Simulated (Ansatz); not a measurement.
InSe, response to strain

The reference is InSe in the beta-GaS type structure (space group P6_3/mmc, No. 194; a = 4.0320 Å, c = 16.7626 Å; layered, stacked along the Cartesian z axis). Axes: x lies along a and z along c of the hexagonal cell.

Strains are applied to the cell and any free atomic positions relax; under biaxial strain the out-of-plane vector relaxes too.

Level of theory: Ansatz (a first-principles code), PBE-D3(BJ), PAW, cutoff 420 eV, without spin-orbit coupling, earlier PAW set.

Notes on the quantities. pressure: mean of the normal stresses, compression positive.

| change | volume per atom | band gap | pressure | gap character |
|---|---|---|---|---|
| base | 29.50 Å³ | 0.37 eV | 0.00 GPa | direct at Γ |
| biaxial strain −0.45 %, plane normal [001], relaxed out of plane | 29.33 Å³ | 0.45 eV | 0.23 GPa | direct at Γ |
| biaxial strain +0.54 %, plane normal [001], relaxed out of plane | 29.72 Å³ | 0.27 eV | -0.26 GPa | direct at Γ |
| isotropic strain −5.24 % | 25.10 Å³ | 0.87 eV | 7.18 GPa | indirect, k = (0, 0.111, 0) in the run's primitive reciprocal basis → K |

No phonon test of stability was made. A zero or small gap of InSe under biaxial strain +0.54 %, plane normal [001], relaxed out of plane can be the functional's error rather than a property of the material.
